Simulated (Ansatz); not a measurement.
Seebeck coefficient (μV/K, mean over directions) of n-type MgSe (Fm-3m) against carrier density, Ansatz (a first-principles code) with r2SCAN with spin-orbit coupling, rigid bands. Computed gap 2.34 eV; densities at which minority carriers matter at this gap, or further valleys turn the trend, are left out. Conductivity mass 0.31 mₑ (harmonic mean over directions), N_c = 1.3e19 cm⁻³ at 300 K.

```json
[
 {"electron density": "1e16 cm⁻³", "300 K": "-835", "500 K": "-902"},
 {"electron density": "1e17 cm⁻³", "300 K": "-637", "500 K": "-704"},
 {"electron density": "1e18 cm⁻³", "300 K": "-439", "500 K": "(withheld)"},
 {"electron density": "3e18 cm⁻³", "300 K": "-345", "500 K": "-411"},
 {"electron density": "1e19 cm⁻³", "300 K": "-246", "500 K": "-309"},
 {"electron density": "3e19 cm⁻³", "300 K": "(withheld)", "500 K": "-220"},
 {"electron density": "1e20 cm⁻³", "300 K": "-87", "500 K": "-133"},
 {"electron density": "3e20 cm⁻³", "300 K": "(withheld)", "500 K": "-73"},
 {"electron density": "1e21 cm⁻³", "300 K": "-22", "500 K": "-36"}
]
```

Q: Some entries are withheld; supply them.

A: 
- 1e18 cm⁻³, 500 K: -505
- 3e19 cm⁻³, 300 K: -161
- 3e20 cm⁻³, 300 K: -45

Rigid bands with a gap fixed in temperature, one relaxation time for all states, no polarons or phonon drag, and whether or not such doping can be reached.
